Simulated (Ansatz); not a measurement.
The starting structures come from a database of crystals and need not be the phases stable at ambient conditions.

By PBEsol, the system below comes out a metal.

Without scattering a metal conducts by its projected Fermi surface.

```xyz
10
Lattice="6.2823 -0.0263 -0.0088 -2.6098 5.7518 0.0171 1.3018 -0.8404 3.7329" Properties=species:S:1:pos:R:3 pbc="T T T"
Cu     0.0000     0.0000     0.0000
Cu     4.3863     1.3521     0.9628
Cu     0.5881     3.5330     2.7784
Cu     0.4153     2.4689     0.4110
Cu     4.5591     2.4162     3.3301
Al     2.4872     2.4426     1.8706
Al     1.3717     4.7522     0.5916
Al     3.6027     0.1329     3.1496
Al    -1.4591     4.0710     1.4254
Al     6.4335     0.8141     2.3158
```

Space group of this cell: C2/m. The cell was relaxed by PBE-D3(BJ); by PBEsol its mean pressure is 1.2 GPa.

The current flows along the normal of the first two printed cell vectors. No spin-orbit coupling; the value is a mean over 0.1 eV about the Fermi level.

Task: Estimate the ballistic conductance per area that PBEsol (Ansatz, a program for electronic structure) returns for this system.

Result: 0.64 × 10¹⁵ S/m² for both spins.
